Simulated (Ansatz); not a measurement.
By PBEsol, the system below comes out a metal.

Given:

```
CELL_PARAMETERS angstrom
      2.72514     0.00000     0.00000
      0.00000     2.72514     0.00000
      1.36257    -1.36257     1.92697
ATOMIC_POSITIONS crystal
  Ir 0.00000 0.00000 0.00000
```

Space group of this cell: Fm-3m, fcc (Cu type). The cell is taken as given; by PBEsol its mean pressure is -6.8 GPa.

The current runs along the normal of the first two printed vectors, the (001) plane. All runs by Ansatz (a first-principles code), plane waves and PAW, without spin-orbit coupling; the base is PBEsol.

| run | mean pressure (GPa) | G/A, both spins (10¹⁵ S/m²) |
|---|---|---|
| base | -6.8 | 2.02 |
| all lengths scaled by 0.98 | 18.2 | ? |
| all lengths scaled by 1.02 | -24.7 | 1.94 |
| lengths across the current scaled by 0.98, ions clamped | 9.1 | 2.10 |
| lengths across the current scaled by 1.02, ions clamped | -19.3 | 1.95 |
| lengths along the current scaled by 0.97, ions clamped | 5.0 | ? |
| lengths along the current scaled by 1.03, ions clamped | -16.2 | ? |

**Question.** Some entries are withheld; supply them.

**Answer.** 
- all lengths scaled by 0.98, G/A, both spins (10¹⁵ S/m²): 2.08
- lengths along the current scaled by 0.97, ions clamped, G/A, both spins (10¹⁵ S/m²): 2.01
- lengths along the current scaled by 1.03, ions clamped, G/A, both spins (10¹⁵ S/m²): 2.01
